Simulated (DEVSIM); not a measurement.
System: abrupt Si n-p junction, at 350 K.

```csv
layer (left to right),material,thickness (μm),Nd (cm⁻³),Na (cm⁻³),τn (s),τp (s)
1,Si,2.20,2e15,-,1e-5,1e-5
2,Si,14.0,-,5.4e16,1e-5,1e-5
```

Left contact: ohmic. Right contact: ohmic. Voltage is applied to the left contact. Recombination: SRH at mid-gap, radiative, Auger. Mobility is μmin + (μ − μmin)/(1 + (N/Nref)^α).

The device is made up for the run: typed textbook-type constants, with dimensions and the other settings drawn at random. Values at 300 K; Nc and Nv go as T^1.5, mobilities as T to minus their exponent, the gap by Varshni's rule with the affinity fixed.

```tsv
parameter	Si
gap (eV)	1.124
affinity (eV)	4.05
permittivity	11.7
Nc (cm⁻³)	2.86e19
Nv (cm⁻³)	3.1e19
μn (cm²/Vs)	1417
μp (cm²/Vs)	470
μn,min	52
μp,min	45
Nref,n	9.7e16
Nref,p	2.2e17
αn	0.68
αp	0.72
T exponent of μn	2.3
T exponent of μp	2.2
B (cm³/s)	4.7e-15
Cn (cm⁶/s)	2.8e-31
Cp (cm⁶/s)	9.9e-32
Varshni α (eV/K)	0.000473
Varshni β (K)	636
```

Model (solved in DEVSIM): 1D drift-diffusion, Boltzmann statistics, complete ionisation; no tunnelling, impact ionisation, image-force lowering or self-heating.

The temperature was swept, all else fixed.

```
temperature (K)  potential step across the device at zero bias (V)  dark forward voltage at 1 A/cm² (V)  dark forward voltage at 100 A/cm² (V)  largest field in the device at zero bias (V/cm)
---------------  -------------------------------------------------  -----------------------------------  -------------------------------------  -----------------------------------------------
250                                                          0.805                                0.667                                  0.817                                            22000
300                                                          0.712                                0.552                                  0.742                                            21000
350                                                          0.617                                0.435                                  0.668                                            21000
400                                                          0.518                                0.316                                  0.593                                            20000
450                                                          0.417                                0.195                                  0.519                                            19000
500                                                          0.314                                    ?                                      ?                                            19000
```

Q: Complete the blanks.

A: 
- 500, dark forward voltage at 1 A/cm² (V): 0.083
- 500, dark forward voltage at 100 A/cm² (V): 0.445
